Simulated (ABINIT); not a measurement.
ABINIT run on K (Im-3m, 1 atom in the cell): self-consistent single point.

Level of theory: PBEsol, norm-conserving pseudopotentials (PseudoDojo nc-sr-04 PBEsol standard) (plane waves; ABINIT).

```yaml
crystal:
  lattice:
    - [-2.69756, 2.69756, 2.69756]
    - [2.69756, -2.69756, 2.69756]
    - [2.69756, 2.69756, -2.69756]
  atoms:
    - { symbol: K, position: [0.00000, 0.00000, 0.00000] }
```

Reference input (self-consistent single point, DFT, PBEsol, plane waves, norm-conserving pseudopotentials (PseudoDojo nc-sr-04 PBEsol standard)): pseudos = [K.upf]; ecut = 37 Ha; ixc = -116133; occopt = 6; tsmear = 0.00999582 Ha; ngkpt = 6 6 6; nshiftk = 1; shiftk = 0 0 0; potentials = PseudoDojo nc-sr-04 PBEsol standard; nband = 10; kptopt = 1; nstep = 60. This run's input differs from it in these lines:

```diff
@@ -19,3 +19,3 @@
 kptopt 1
-ngkpt 6 6 6
+ngkpt 14 14 14
 nshiftk 1
```

The program printed (abridged):

```
--- !BeginCycle
solver: {iscf: 7, nstep: 60, nline: 4, wfoptalg: 0, }
tolerances: {tolvrs: 1.00E-10, }
...

     iter   Etot(hartree)      deltaE(h)  residm     vres2
 ETOT  1  -29.989159935430    -2.999E+01 5.515E-02 1.108E+00
 ETOT  2  -29.996501824886    -7.342E-03 1.096E-02 2.102E-01
 ETOT  3  -29.996524820283    -2.300E-05 1.654E-03 6.061E-03
 ETOT  4  -29.996525958003    -1.138E-06 1.284E-03 5.666E-05
 ETOT  5  -29.996525960653    -2.650E-09 2.224E-04 5.991E-06
 ETOT  6  -29.996525960778    -1.249E-10 3.510E-04 1.463E-07
 ETOT  7  -29.996525960782    -3.993E-12 1.554E-04 9.180E-09
 ETOT  8  -29.996525960782    -7.141E-13 5.026E-04 1.159E-09
 ETOT  9  -29.996525960785    -2.146E-12 2.571E-04 5.175E-12
 At SCF step    9       vres2   =  5.17E-12 < tolvrs=  1.00E-10 =>converged.

 Cartesian components of stress tensor (hartree/bohr^3)
  sigma(1 1)=  1.08377637E-05  sigma(3 2)=  0.00000000E+00
  sigma(2 2)=  1.08377637E-05  sigma(3 1)=  0.00000000E+00
  sigma(3 3)=  1.08377637E-05  sigma(2 1)=  0.00000000E+00

 ----iterations are completed or convergence reached----

 reduced coordinates (array xred) for    1 atoms
       0.000000000000      0.000000000000      0.000000000000
 cartesian forces (eV/Angstrom) at end:
    1     -0.00000000000000    -0.00000000000000    -0.00000000000000
 frms,max,avg= 0.0000000E+00 0.0000000E+00   0.000E+00  0.000E+00  0.000E+00 e/A
 length scales=  8.829388153260  8.829388153260  8.829388153260 bohr
              =  4.672310976500  4.672310976500  4.672310976500 angstroms
   [... lines left out ...]
 Fermi (or HOMO) energy (eV) =   1.07613   Average Vxc (eV)=  -5.57787
   [... lines left out ...]
total_energy        : -2.99965259607846E+01
total_energy_eV     : -8.16246982385365E+02
band_energy         : -5.46515268904503E+00
...

-Cartesian components of stress tensor (GPa)         [Pressure= -3.1886E-01 GPa]
- sigma(1 1)=  3.18857964E-01  sigma(3 2)=  0.00000000E+00
- sigma(2 2)=  3.18857964E-01  sigma(3 1)=  0.00000000E+00
- sigma(3 3)=  3.18857964E-01  sigma(2 1)=  0.00000000E+00

 Calculation completed.
```

The run converged in 9 iterations. Against the reference run the free energy drops by 10.4 meV/atom and the pressure hardly changes (-0.29 to -0.32 GPa).

The starting cell comes from a database of computed structures (which also holds hypothetical and non-ambient phases and stackings), without a prior relaxation at this level.

Cost on one core of a shared machine: roughly 3 min.
